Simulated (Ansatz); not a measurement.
# CdSe: response to strain

The parent structure is CdSe in the wurtzite structure (space group P6_3mc, No. 186).

```
CdSe
1.0
    4.38279     0.00000     0.00000
   -2.19140     3.79561     0.00000
    0.00000     0.00000     7.15437
Cd Se
2 2
Direct
  0.33333   0.66667   0.00013
  0.66667   0.33333   0.50013
  0.33333   0.66667   0.37587
  0.66667   0.33333   0.87587
```

Cartesian axes are those of the cell as printed.

Strains are applied to the cell and any free atomic positions relax.

Level of theory: PBE/PAW in Ansatz (a quantum-chemistry and plane-wave program), no spin-orbit coupling.

```json
[
 {"variant": "base", "band gap": "0.54 eV", "width of the top valence band": "1.56 eV", "electron mass": "–"},
 {"variant": "uniaxial strain ε_zz = +0.60 %", "band gap": "0.52 eV", "width of the top valence band": "1.55 eV", "electron mass": "0.056 mₑ (at Γ)"},
 {"variant": "uniaxial strain ε_zz = +1.20 %", "band gap": "0.50 eV", "width of the top valence band": "1.54 eV", "electron mass": "0.055 mₑ (at Γ)"},
 {"variant": "uniaxial strain ε_zz = +1.80 %", "band gap": "0.48 eV", "width of the top valence band": "1.54 eV", "electron mass": "0.054 mₑ (at Γ)"},
 {"variant": "uniaxial strain ε_zz = +2.40 %", "band gap": "0.45 eV", "width of the top valence band": "1.53 eV", "electron mass": "0.053 mₑ (at Γ)"},
 {"variant": "uniaxial strain ε_zz = +3.00 %", "band gap": "0.43 eV", "width of the top valence band": "1.52 eV", "electron mass": "0.055 mₑ along z, 0.051 mₑ across (at Γ)"}
]
```

Effective masses come from finite differences of ±0.01 Å⁻¹. Whether these cells are dynamically stable was not tested.
